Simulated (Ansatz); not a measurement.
The starting structures come from a database of crystals and need not be the phases stable at ambient conditions.

 Where the default PAW files enter, the runs use the earlier of Ansatz's two default sets.

Tunnelling through a barrier is set by its complex band structure: the current falls as exp(−2κd) with the smallest κ.

Input:

```
CELL_PARAMETERS angstrom
      2.71537     0.00000     0.00000
      0.00000     5.62703     0.00000
      0.00000     0.00000     4.91822
ATOMIC_POSITIONS crystal
  Fe 0.50000 0.50000 0.50000
  Fe 0.00000 0.00000 0.00000
  P  0.50000 0.86940 0.32900
  P  0.50000 0.13060 0.67100
  P  0.00000 0.63060 0.82900
  P  0.00000 0.36940 0.17100
```

Space group of this cell: Pnnm. The cell is taken as given; by r2SCAN its mean pressure is 1.0 GPa.

Transport runs along the normal of the first two printed cell vectors.

The gap is the functional's own, uncorrected, and κ follows it; spin-orbit coupling is left out. Mid-gap values are interpolated between the computed energies.

**Question.** Predict the band gap and the smallest decay constant κ at mid-gap from r2SCAN in Ansatz (an electronic-structure program).

**Answer.** Gap 0.69 eV on a 12×6×6 mesh; κ = 0.186 1/Å, at (0.333, 0.000) of the in-plane reciprocal vectors. At the zone centre, at the nearest computed energy, the slowest state has κ = 0.30 1/Å.
